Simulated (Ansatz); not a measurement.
The starting structures come from a database of crystals and need not be the phases stable at ambient conditions.

 Where the default PAW files enter, the runs use the earlier of Ansatz's two default sets.

Inside the gap of an insulator the Bloch states are evanescent, with a wavenumber k + iκ along the transport direction.

Input:

```
SnZnP2
1.0
    4.00390     0.00000     0.00000
    0.00000     5.62318     0.00000
    0.00000     0.00000     4.00390
Zn Sn P
1 1 2
Direct
  0.00000   0.00000   0.00000
  0.50000   0.50000   0.50000
  0.50000   0.77294   0.00000
  0.00000   0.22706   0.50000
```

Space group of this cell: P-4m2. The cell is taken as given; by LDA its mean pressure is -2.7 GPa.

Transport runs along the normal of the first two printed cell vectors, the (100) plane of the conventional cell.

The gap is the functional's own, uncorrected, and κ follows it; spin-orbit coupling is left out. Mid-gap values are interpolated between the computed energies.

**Question.** Compute, with Ansatz (an electronic-structure program) with LDA, the band gap and the smallest decay constant κ at mid-gap.

**Answer.** Gap 0.40 eV on a 8×6×8 mesh; κ = 0.033 1/Å, at the zone centre.
